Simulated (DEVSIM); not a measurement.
Structure: abrupt Ge p-n junction, at 300 K.

```
layer (left to right)  material  thickness (μm)  Nd (cm⁻³)  Na (cm⁻³)  τn (s)  τp (s)
---------------------  --------  --------------  ---------  ---------  ------  ------
1                            Ge            1.30          -     1.5e16  1.5e-7  1.5e-7
2                            Ge            59.0     4.1e15          -  1.5e-7  1.5e-7
```

Left contact: ohmic. Right contact: ohmic. Voltage is applied to the left contact. Recombination: SRH at mid-gap. Mobility is μmin + (μ − μmin)/(1 + (N/Nref)^α).

This is a model device: material constants are rounded textbook-type values typed into the input, and sizes, dopings and lifetimes were drawn at random. Values at 300 K.

```tsv
parameter	Ge
gap (eV)	0.664
affinity (eV)	4
permittivity	16
Nc (cm⁻³)	1.04e19
Nv (cm⁻³)	6e18
μn (cm²/Vs)	3900
μp (cm²/Vs)	1900
μn,min	150
μp,min	100
Nref,n	2.6e17
Nref,p	4e17
αn	0.56
αp	0.6
```

Model (solved in DEVSIM): 1D drift-diffusion, Boltzmann statistics, complete ionisation; no tunnelling, impact ionisation, image-force lowering or self-heating.

The thickness of layer 1 was swept, all else fixed.

```csv
thickness of layer 1 (μm),dark forward voltage at 100 A/cm² (V),dark forward voltage at 1 A/cm² (V)
0.26,0.444,___
0.45,0.444,0.122
0.78,0.440,0.137
1.3,0.436,0.149
2.2,0.432,0.162
3.9,0.427,0.174
6.5,0.425,0.183
```

Q: What belongs in the gaps?

A: 
- 0.26, dark forward voltage at 1 A/cm² (V): 0.104
